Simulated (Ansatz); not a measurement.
hexagonal WC (1 0 0) on zinc-blende GaAs (0 0 1) (film strained to the substrate, started from cuts of the bulks and a machine-learned relaxation; slabs As6Ga5 and W8C8, which can lie off the formulas)

A periodic stack without vacuum, hexagonal WC (1 0 0) on zinc-blende GaAs (0 0 1) (film strained to the substrate, started from cuts of the bulks and a machine-learned relaxation; slabs As6Ga5 and W8C8, which can lie off the formulas): substrate slab As6Ga5, film W8C8, surface cells [[1, 0], [1, 1]] and [[-1, 1], [-1, -1]], film strained by -1.7 and +0.9 %, outermost planes As/As and W/C as cut, which need not be the usual terminations and can put a slab off its formula.

The start was prepared with a machine-learned potential, and the result is one local minimum, with the in-plane cell held and forces under 0.04 eV/Å; the film can end far from its bulk form.

Computed with PBE (plane waves to 420 eV, PAW; Ansatz, a first-principles code). No spin–orbit coupling; the runs are not spin-polarised. Its k-point mesh 8×8×1, Fermi–Dirac width 0.05 eV.

| Item | Value |
|---|---|
| interface area | 16.5 Å² |
| period | 26.60 Å |
| heights between the nearest atoms of the two slabs at the two interfaces | 1.82 and 1.56 Å |
| As–W contacts across the interfaces within 1.22 times the sum of covalent radii | 6, mean 2.73 Å |
| As–C contacts across the interfaces within 1.22 times the sum of covalent radii | 2, mean 2.09 Å |
| estimate of the barrier | withheld, since the two interfaces are unlike |

```
CELL_PARAMETERS angstrom
      4.06241     0.00041     0.07847
      0.00022     4.06256    -0.07838
      1.53740     0.49331    26.62592
ATOMIC_POSITIONS crystal
  As 0.95711 0.37019 0.14038
  As 0.51145 0.87045 0.02181
  As 0.84802 0.37105 0.35707
  As 0.40213 0.87053 0.24899
  As 0.73378 0.37120 0.58089
  As 0.29325 0.87152 0.46570
  Ga 0.92935 0.87051 0.19513
  Ga 0.48481 0.37009 0.08543
  Ga 0.82100 0.87135 0.41126
  Ga 0.37526 0.37081 0.30309
  Ga 0.26469 0.37174 0.51973
  W  0.19787 0.37102 0.65069
  W  0.69834 0.87134 0.64925
  C  0.18269 0.87129 0.68032
  C  0.68184 0.37143 0.68231
  W  0.39910 0.62223 0.74470
  W  0.90144 0.12058 0.74469
  C  0.38454 0.12161 0.77659
  C  0.88405 0.62122 0.77659
  W  0.60271 0.87131 0.83991
  W  0.10262 0.37131 0.84005
  C  0.58669 0.37143 0.87179
  C  0.08675 0.87137 0.87166
  W  0.80700 0.12439 0.93513
  W  0.30283 0.61837 0.93512
  C  0.78208 0.63090 0.96306
  C  0.29989 0.11206 0.96304
```
